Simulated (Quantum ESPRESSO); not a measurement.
A self-consistent single point of KCoF3 (Pm-3m, 5 atoms in the cell) with Quantum ESPRESSO.

Method: LDA (PZ), GBRV 1.5 ultrasoft (LDA) pseudopotentials (plane waves; Quantum ESPRESSO).

The change in words: lattice scaled by 0.98. Reference geometry:
```
KCoF3
1.0
    4.12988     0.00000     0.00000
    0.00000     4.12988     0.00000
    0.00000     0.00000     4.12988
K Co F
1 1 3
Cartesian
  0.00000   0.00000   0.00000
  2.06494   2.06494   2.06494
  2.06494   2.06494   0.00000
  0.00000   2.06494   2.06494
  2.06494   0.00000   2.06494
```
Moments meant for the start (each program seeds them in its own way; μB, in the order of the atoms K Co F F F): 0.0 3.0 0.0 0.0 0.0.

Reference input (self-consistent single point, DFT, LDA (PZ), plane waves, GBRV 1.5 ultrasoft (LDA) pseudopotentials): ecutwfc = 50 Ry; ecutrho = 400 Ry; occupations = smearing; smearing = gaussian; degauss = 0.0036749 Ry; nspin = 2; potentials = {K: k_lda_v1.4.uspp.F.UPF, Co: co_lda_v1.2.uspp.F.UPF, F: f_lda_v1.4.uspp.F.UPF}; K_POINTS = automatic 8 8 8 0 0 0; conv_thr = 1e-09 Ry; mixing_beta = 0.3. This run's input differs from it in these lines:

```diff
@@ -30,6 +30,6 @@
 K     0.000000000    0.000000000    0.000000000
-Co    2.064940500    2.064940500    2.064940500
-F     2.064940500    2.064940500    0.000000000
-F     0.000000000    2.064940500    2.064940500
-F     2.064940500    0.000000000    2.064940500
+Co    2.023641500    2.023641500    2.023641500
+F     2.023641500    2.023641500    0.000000000
+F     0.000000000    2.023641500    2.023641500
+F     2.023641500    0.000000000    2.023641500
 K_POINTS automatic
@@ -37,5 +37,5 @@
 CELL_PARAMETERS angstrom
-   4.129881000     0.000000000     0.000000000
-   0.000000000     4.129881000     0.000000000
-   0.000000000     0.000000000     4.129881000
+   4.047283000     0.000000000     0.000000000
+   0.000000000     4.047283000     0.000000000
+   0.000000000     0.000000000     4.047283000
```

Log, with long lists cut:

```
     Self-consistent Calculation

     iteration #  1     ecut=    50.00 Ry     beta= 0.30

     total energy              =    -500.32539784 Ry
     estimated scf accuracy    <       3.07111716 Ry

     total magnetization       =     3.67 Bohr mag/cell
     absolute magnetization    =     3.68 Bohr mag/cell

     iteration #  2     ecut=    50.00 Ry     beta= 0.30

     total energy              =    -501.12976401 Ry
     estimated scf accuracy    <       0.98406619 Ry

     total magnetization       =     2.27 Bohr mag/cell
     absolute magnetization    =     2.27 Bohr mag/cell

     iteration #  3     ecut=    50.00 Ry     beta= 0.30

   [... lines left out ...]

     total energy              =    -501.28306544 Ry
     estimated scf accuracy    <       0.00000001 Ry

     total magnetization       =     3.00 Bohr mag/cell
     absolute magnetization    =     3.03 Bohr mag/cell

     iteration # 13     ecut=    50.00 Ry     beta= 0.30

     Magnetic moment per site  (integrated on atomic sphere of radius R)
     atom   1 (R=0.292)  charge=  7.6307  magn= -0.0016
     atom   2 (R=0.206)  charge= 14.3596  magn=  2.5600
     atom   3 (R=0.206)  charge=  6.5243  magn=  0.0983
     atom   4 (R=0.206)  charge=  6.5243  magn=  0.0983
     atom   5 (R=0.206)  charge=  6.5243  magn=  0.0983
     End of self-consistent calculation

     the Fermi energy is     7.0079 ev

!    total energy              =    -501.28306545 Ry
     estimated scf accuracy    <          7.8E-10 Ry
     smearing contrib. (-TS)   =      -0.00051535 Ry
     internal energy E=F+TS    =    -501.28255009 Ry

     total magnetization       =     3.00 Bohr mag/cell
     absolute magnetization    =     3.03 Bohr mag/cell

     convergence has been achieved in  13 iterations

     Forces acting on atoms (cartesian axes, Ry/au):

     atom    1 type  1   force =     0.00000000    0.00000000    0.00000000
   [... zero for the other atoms too ...]

     Total force =     0.000000     Total SCF correction =     0.000000

          total   stress  (Ry/bohr**3)                   (kbar)     P=      -62.62
  -0.00042565   0.00000000   0.00000000          -62.62        0.00        0.00
   0.00000000  -0.00042565   0.00000000            0.00      -62.62        0.00
   0.00000000   0.00000000  -0.00042565            0.00        0.00      -62.62

   JOB DONE.
```

The run converged in 13 iterations. Against the reference run the free energy falls by 41.5 meV/atom, the pressure goes from -9.89 to -6.26 GPa and the size of the net moment stays at 0.60 μB/atom.

The starting cell comes from a database of computed structures (which also holds hypothetical and non-ambient phases and stackings), without a prior relaxation at this level. Its lattice was rescaled by a random factor within 2.5 % of one. For this run, on top of that: lattice scaled by 0.98. With one magnetic atom in the cell only a parallel order is possible. With a pressure of about -6 GPa the cell is away from its equilibrium volume at this level.

Cost on one core of a shared machine: roughly 3 min.
